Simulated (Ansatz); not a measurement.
A self-consistent single point of BaLi₂SiSe₄ (I-42m, 8 atoms in the cell) with Ansatz (a quantum-chemistry and plane-wave program).

Level of theory: PBE (plane waves, PAW; Ansatz).

```
CELL_PARAMETERS angstrom
     -3.15701     3.15701     6.20127
      3.15701    -3.15701     6.20127
      3.15701     3.15701    -6.20127
ATOMIC_POSITIONS crystal
  Li 0.25000 0.75000 0.50000
  Li 0.75000 0.25000 0.50000
  Ba 0.00000 0.00000 0.00000
  Se 0.37700 0.88700 0.00000
  Se 0.11300 0.11300 0.49000
  Se 0.62300 0.62300 0.51000
  Se 0.88700 0.37700 0.00000
  Si 0.50000 0.50000 0.00000
```

Reference input (self-consistent single point, DFT, PBE, plane waves, default PAW files): basis.ecutwfc = 420 eV; kpoints.mp_grid.grid = 4 4 4; hamiltonian.xc = pbe; hamiltonian.pseudopotentials = {kind: paw} (the program's default PAW files); scf.occupations.method = fermi_dirac; scf.occupations.width = 0.1 eV. This run's input differs from it in these lines:

Ansatz 0.2 input:
```diff
@@ -22,3 +22,6 @@
   pseudopotentials:
-    kind: paw
+    kind: paw_fr
+magnetization:
+  noncollinear: true
+  spin_orbit: false
 scf:
```

Output, abridged:

```
SCF iter   1: F=—  HF=-28879.902937 eV  |F-HF|=—  |Δ(HF+E_count)|=         —  Δρ=4.35e-2  dr2=1.77e1  dr2_m=0.00e0 (ungated)  ethr=3.10e-3  |M|=0.00e0 ∫|m|=0.00e0 μB  |m|>n=0.0e0 m-floor=0.0e0 τ_xc=0.0e0  β_m=0.30  ⟨swp⟩=9.1  Hψ=6292  notcnv=0  defer=42
all-band conjugate gradients solve this SCF's bands
preconditioner: auto → Resta (q_TF=auto, 2.279 Å⁻¹)
   [... lines left out ...]
SCF iter   9: F=—  HF=-28875.187146 eV  |F-HF|=—  |Δ(HF+E_count)|=   6.85e-5  Δρ=9.28e-6  dr2=3.22e-7  dr2_m=0.00e0 (ungated)  ethr=8.58e-9  |M|=0.00e0 ∫|m|=0.00e0 μB  |m|>n=0.0e0 m-floor=0.0e0 τ_xc=0.0e0  β_m=0.97  ⟨swp⟩=2.0  Hψ=1868  notcnv=0  defer=94
SCF iter  10: F=-28875.187147 eV  HF=-28875.187147 eV  |F-HF|=6.54e-8  |Δ(HF+E_count)|=   1.19e-6  Δρ=2.41e-6  dr2=2.55e-8  dr2_m=0.00e0 (ungated)  ethr=1.19e-10  |M|=0.00e0 ∫|m|=0.00e0 μB  |m|>n=0.0e0 m-floor=0.0e0 τ_xc=0.0e0  ⟨swp⟩=15.6  Hψ=8236  notcnv=0
SCF 1 converged in 10 iterations: F = -28875.187147 eV  dr2 = 2.55e-8
Magnetization: |M| = 0.0000 μB,  M = (+0.0000, +0.0000, +0.0000) μB
Absolute magnetization: 0.0000 μB (∫|m|)
  site 0: m = (+0.0000, +0.0000, +0.0000) μB, |m| = 0.0000 μB  (R = 1.10 Å)
  site 1: m = (+0.0000, +0.0000, +0.0000) μB, |m| = 0.0000 μB  (R = 1.10 Å)
  site 2: m = (+0.0000, +0.0000, +0.0000) μB, |m| = 0.0000 μB  (R = 1.13 Å)
  site 3: m = (+0.0000, +0.0000, +0.0000) μB, |m| = 0.0000 μB  (R = 1.10 Å)
  site 4: m = (+0.0000, +0.0000, +0.0000) μB, |m| = 0.0000 μB  (R = 1.10 Å)
  site 5: m = (+0.0000, +0.0000, +0.0000) μB, |m| = 0.0000 μB  (R = 1.10 Å)
  site 6: m = (+0.0000, +0.0000, +0.0000) μB, |m| = 0.0000 μB  (R = 1.10 Å)
  site 7: m = (+0.0000, +0.0000, +0.0000) μB, |m| = 0.0000 μB  (R = 1.16 Å)
Free energy (F): -28875.187147 eV
   [... lines left out ...]
Fermi energy:    3.501095 eV
   [... lines left out ...]
  atom   8  Si     0.00000000     0.00000000     0.00000000
--- Stress (GPa, compression-positive) ---
        1.086242       0.000000       0.000000
        0.000000       1.086242       0.000000
        0.000000       0.000000       0.819542
  P = ⅓ Tr σ = 0.9973 GPa (9.973 kbar)
  The stress holds the Pulay correction. Without it, at fixed plane waves, as pw.x and ABINIT print it: P = 0.9921 GPa
```

The run converged in 10 iterations. Against the reference run the pressure stays at 1.00 GPa and the largest force stays at 3.720 eV/Å.

The starting cell was generated: these elements placed on a structure prototype, without a prior relaxation; it need not be a known phase or ordering of this composition. Forces in this geometry exceed 1 eV/Å. Ansatz's pressure includes its estimate of the finite-basis (Pulay) stress. A gap is left out here, as mesh or smearing make it unsure.

Cost on one core of a shared machine: roughly 60 s.
